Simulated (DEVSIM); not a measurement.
Device: Schottky contact on p-type GaP, at 250 K.

```csv
layer (left to right),material,thickness (μm),Na (cm⁻³),τn (s),τp (s)
1,GaP,9.50,7.4e16,6.5e-7,6.5e-7
```

Left contact: Schottky, work function 4.63 eV, emission velocity 6.5e6 cm/s. Right contact: ohmic. Voltage is applied to the left contact. Recombination: SRH at mid-gap. Mobility is μmin + (μ − μmin)/(1 + (N/Nref)^α).

Constants are typed, rounded textbook-type inputs, not results; the design itself was drawn at random and stands for no fabricated device. Values at 300 K; Nc and Nv go as T^1.5, mobilities as T to minus their exponent, the gap by Varshni's rule with the affinity fixed.

```csv
parameter,GaP
gap (eV),2.26
affinity (eV),3.8
permittivity,11.1
Nc (cm⁻³),1.8e19
Nv (cm⁻³),1.9e19
μn (cm²/Vs),250
μp (cm²/Vs),150
"μn,min",10
"μp,min",10
"Nref,n",4.4e18
"Nref,p",1e18
αn,0.8
αp,0.85
T exponent of μn,1.6
T exponent of μp,1.98
Varshni α (eV/K),0.00058
Varshni β (K),372
```

Simulated with DEVSIM: 1D drift-diffusion, Boltzmann statistics, complete ionisation; no tunnelling, impact ionisation, image-force lowering or self-heating. Metal contacts follow the ideal Schottky-Mott rule: no Fermi-level pinning, no interface dipoles.

Tabulate band edges, carrier densities and field at 10.0 V on the left contact.

Energies count from the Fermi level of the right contact; mesh points crowd at the junctions.

```json
[
 {"x (μm)": "0.000", "Ec (eV)": "-9.170", "Ev (eV)": "-11.449", "n (cm⁻³)": "250", "p (cm⁻³)": "< 1e2", "field (V/cm)": "520000"},
 {"x (μm)": "0.01359", "Ec (eV)": "-8.471", "Ev (eV)": "-10.751", "n (cm⁻³)": "< 1e2", "p (cm⁻³)": "< 1e2", "field (V/cm)": "510000"},
 {"x (μm)": "0.03727", "Ec (eV)": "-7.306", "Ev (eV)": "-9.586", "n (cm⁻³)": "< 1e2", "p (cm⁻³)": "< 1e2", "field (V/cm)": "480000"},
 {"x (μm)": "0.07185", "Ec (eV)": "-5.727", "Ev (eV)": "-8.007", "n (cm⁻³)": "< 1e2", "p (cm⁻³)": "< 1e2", "field (V/cm)": "440000"},
 {"x (μm)": "0.1524", "Ec (eV)": "-2.609", "Ev (eV)": "-4.888", "n (cm⁻³)": "< 1e2", "p (cm⁻³)": "< 1e2", "field (V/cm)": "340000"},
 {"x (μm)": "0.2632", "Ec (eV)": "0.404", "Ev (eV)": "-1.875", "n (cm⁻³)": "< 1e2", "p (cm⁻³)": "< 1e2", "field (V/cm)": "200000"},
 {"x (μm)": "0.4250", "Ec (eV)": "2.144", "Ev (eV)": "-0.135", "n (cm⁻³)": "< 1e2", "p (cm⁻³)": "2.8e16", "field (V/cm)": "15000"},
 {"x (μm)": "0.8018", "Ec (eV)": "2.166", "Ev (eV)": "-0.114", "n (cm⁻³)": "< 1e2", "p (cm⁻³)": "7.4e16", "field (V/cm)": "≈ 0"},
 {"x (μm)": "1.321", "Ec (eV)": "2.166", "Ev (eV)": "-0.114", "n (cm⁻³)": "< 1e2", "p (cm⁻³)": "7.4e16", "field (V/cm)": "≈ 0"},
 {"x (μm)": "2.078", "Ec (eV)": "2.166", "Ev (eV)": "-0.114", "n (cm⁻³)": "< 1e2", "p (cm⁻³)": "7.4e16", "field (V/cm)": "≈ 0"},
 {"x (μm)": "3.398", "Ec (eV)": "2.166", "Ev (eV)": "-0.114", "n (cm⁻³)": "< 1e2", "p (cm⁻³)": "7.4e16", "field (V/cm)": "≈ 0"},
 {"x (μm)": "5.782", "Ec (eV)": "2.166", "Ev (eV)": "-0.114", "n (cm⁻³)": "< 1e2", "p (cm⁻³)": "7.4e16", "field (V/cm)": "≈ 0"},
 {"x (μm)": "7.130", "Ec (eV)": "2.166", "Ev (eV)": "-0.114", "n (cm⁻³)": "< 1e2", "p (cm⁻³)": "7.4e16", "field (V/cm)": "≈ 0"},
 {"x (μm)": "7.993", "Ec (eV)": "2.166", "Ev (eV)": "-0.114", "n (cm⁻³)": "< 1e2", "p (cm⁻³)": "7.4e16", "field (V/cm)": "≈ 0"},
 {"x (μm)": "8.725", "Ec (eV)": "2.166", "Ev (eV)": "-0.114", "n (cm⁻³)": "< 1e2", "p (cm⁻³)": "7.4e16", "field (V/cm)": "≈ 0"},
 {"x (μm)": "9.013", "Ec (eV)": "2.166", "Ev (eV)": "-0.114", "n (cm⁻³)": "< 1e2", "p (cm⁻³)": "7.4e16", "field (V/cm)": "≈ 0"},
 {"x (μm)": "9.197", "Ec (eV)": "2.166", "Ev (eV)": "-0.114", "n (cm⁻³)": "< 1e2", "p (cm⁻³)": "7.4e16", "field (V/cm)": "≈ 0"},
 {"x (μm)": "9.323", "Ec (eV)": "2.166", "Ev (eV)": "-0.114", "n (cm⁻³)": "< 1e2", "p (cm⁻³)": "7.4e16", "field (V/cm)": "≈ 0"},
 {"x (μm)": "9.415", "Ec (eV)": "2.166", "Ev (eV)": "-0.114", "n (cm⁻³)": "< 1e2", "p (cm⁻³)": "7.4e16", "field (V/cm)": "≈ 0"},
 {"x (μm)": "9.454", "Ec (eV)": "2.166", "Ev (eV)": "-0.114", "n (cm⁻³)": "< 1e2", "p (cm⁻³)": "7.4e16", "field (V/cm)": "≈ 0"},
 {"x (μm)": "9.481", "Ec (eV)": "2.166", "Ev (eV)": "-0.114", "n (cm⁻³)": "< 1e2", "p (cm⁻³)": "7.4e16", "field (V/cm)": "≈ 0"},
 {"x (μm)": "9.500", "Ec (eV)": "2.166", "Ev (eV)": "-0.114", "n (cm⁻³)": "< 1e2", "p (cm⁻³)": "7.4e16", "field (V/cm)": "≈ 0"}
]
```
